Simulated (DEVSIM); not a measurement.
System: TaN/Si3N4/p-Si capacitor, at 300 K.

| layer (left to right) | material | thickness (nm) | Na (cm⁻³) |
|---|---|---|---|
| 1 | Si3N4 | 17.0 | - |
| 2 | Si | 4400 | 1.7e16 |

Metal gate on the left, work function 4.4 eV. Fixed charge at the semiconductor interface 0 cm⁻² (in units of +e); no interface traps.

This is a model device: material constants are rounded textbook-type values typed into the input, and sizes, dopings and lifetimes were drawn at random. Values at 300 K.

```csv
parameter,Si3N4,Si
gap (eV),5.1,1.124
affinity (eV),2.1,4.05
permittivity,7.5,11.7
Nc (cm⁻³),-,2.86e19
Nv (cm⁻³),-,3.1e19
```

Simulated with DEVSIM: 1D Poisson equation in equilibrium, Boltzmann statistics, complete ionisation; no quantum confinement or tunnelling. Metal contacts follow the ideal Schottky-Mott rule: no Fermi-level pinning, no interface dipoles.

The substrate doping was swept, all else fixed.

```json
[
 {"substrate doping (cm^-3)": "8.5e14", "minimum of the low-frequency capacitance (μF/cm²)": "0.0123", "flat-band voltage (V)": "-0.50", "threshold voltage (band bending 2φF) (V)": "0.11"},
 {"substrate doping (cm^-3)": "1.7e15", "minimum of the low-frequency capacitance (μF/cm²)": "0.0169", "flat-band voltage (V)": "-0.52", "threshold voltage (band bending 2φF) (V)": "0.15"},
 {"substrate doping (cm^-3)": "3.4e15", "minimum of the low-frequency capacitance (μF/cm²)": "0.0223", "flat-band voltage (V)": "-0.54", "threshold voltage (band bending 2φF) (V)": "0.19"},
 {"substrate doping (cm^-3)": "8.5e15", "minimum of the low-frequency capacitance (μF/cm²)": "0.0333", "flat-band voltage (V)": "-0.56", "threshold voltage (band bending 2φF) (V)": "0.25"},
 {"substrate doping (cm^-3)": "1.7e16", "minimum of the low-frequency capacitance (μF/cm²)": "0.0436", "flat-band voltage (V)": "-0.58", "threshold voltage (band bending 2φF) (V)": "0.32"},
 {"substrate doping (cm^-3)": "3.4e16", "minimum of the low-frequency capacitance (μF/cm²)": "0.0575", "flat-band voltage (V)": "-0.60", "threshold voltage (band bending 2φF) (V)": "0.41"}
]
```

From the first row to the last the minimum of the low-frequency capacitance goes from 0.0123 to 0.0575. From the first row to the last the flat-band voltage goes from -0.50 to -0.60.
